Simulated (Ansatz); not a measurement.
Ansatz (a quantum-chemistry and plane-wave program) run on Ta (Im-3m, 1 atom in the cell): self-consistent single point.

Level of theory: PBE (plane waves, PAW; Ansatz).

```
Ta
1.0
   -1.65825     1.65825     1.65825
    1.65825    -1.65825     1.65825
    1.65825     1.65825    -1.65825
Ta
1
Direct
  0.00000   0.00000   0.00000
```

Reference input (self-consistent single point, DFT, PBE, plane waves, default PAW files): basis.ecutwfc = 420 eV; kpoints.mp_grid.grid = 14 14 14; hamiltonian.xc = pbe; hamiltonian.pseudopotentials = {kind: paw} (the program's default PAW files); scf.occupations.method = gaussian; scf.occupations.width = 0.1 eV. This run's input differs from it in these lines:

Ansatz 0.2 input:
```diff
@@ -11,3 +11,3 @@
 kpoints:
-  mp_grid: { grid: [14, 14, 14] }
+  mp_grid: { grid: [23, 23, 23] }
 hamiltonian:
@@ -16,3 +16,3 @@
 scf:
-  occupations: { method: gaussian, width: 0.1 eV }
+  occupations: { method: gaussian, width: 0.2 eV }
 output:
```

Output (repeated stretches shortened):

```
SCF iter   1: F=—  HF=-9932.263850 eV  |F-HF|=—  |Δ(HF+E_count)|=         —  Δρ=2.10e-3  dr2=2.15e-4  ethr=1.77e-3  ⟨swp⟩=5.1  Hψ=21028  notcnv=0
all-band conjugate gradients solve this SCF's bands
preconditioner: auto → none
SCF iter   2: F=—  HF=-9932.263938 eV  |F-HF|=—  |Δ(HF+E_count)|=   8.79e-5  Δρ=1.01e-3  dr2=5.62e-5  ethr=1.66e-6  ⟨swp⟩=2.3  Hψ=9056  notcnv=0
SCF iter   3: F=—  HF=-9932.264012 eV  |F-HF|=—  |Δ(HF+E_count)|=   7.41e-5  Δρ=1.72e-4  dr2=1.43e-6  ethr=4.33e-7  ⟨swp⟩=2.2  Hψ=5833  notcnv=0
SCF iter   4: F=—  HF=-9932.264012 eV  |F-HF|=—  |Δ(HF+E_count)|=   1.05e-7  Δρ=6.05e-5  dr2=1.86e-7  ethr=1.10e-8  ⟨swp⟩=2.2  Hψ=5672  notcnv=0
iter 5 did not close the SCF: its close was put off for the readings that it lacked (scf_convergence_deferred on its scf_iter line)
SCF iter   5: F=-9932.264012 eV  HF=-9932.264012 eV  |F-HF|=8.95e-9  |Δ(HF+E_count)|=   6.44e-8  Δρ=1.88e-5  dr2=1.78e-8  ethr=1.43e-9  ⟨swp⟩=1.0  Hψ=3949  notcnv=0
SCF iter   6: F=-9932.264012 eV  HF=-9932.264012 eV  |F-HF|=3.64e-12  |Δ(HF+E_count)|=   6.95e-9  Δρ=5.73e-7  dr2=2.50e-11  ethr=1.37e-10  ⟨swp⟩=2.7  Hψ=13588  notcnv=0
SCF 1 converged in 6 iterations: F = -9932.264012 eV  dr2 = 2.50e-11
Free energy (F): -9932.264012 eV
Internal energy: -9932.237718 eV  (E = F + TS)
E sigma→0 (E₀):  -9932.250865 eV
Entropy (-TS):   -0.026294 eV (-26.294 meV/atom)
Fermi energy:    18.379885 eV
--- Forces (eV/Å), atoms counted from 1 ---
  atom   1  Ta     0.00000000     0.00000000     0.00000000
--- Stress (GPa, compression-positive) ---
        0.614514       0.000000      -0.000000
        0.000000       0.614514       0.000000
        0.000000       0.000000       0.614514
  P = ⅓ Tr σ = 0.6145 GPa (6.145 kbar)
  The stress holds the Pulay correction. Without it, at fixed plane waves, as pw.x and ABINIT print it: P = 0.5591 GPa
```

The run converged in 6 iterations. Against the reference run the free energy falls by 4.2 meV/atom and the pressure goes from 0.42 to 0.61 GPa.

The starting cell has typed, rounded lattice constants, without a prior relaxation at this level. Its lattice was rescaled by up to half a per cent. Spin polarisation is off. Ansatz's pressure includes its estimate of the finite-basis (Pulay) stress.
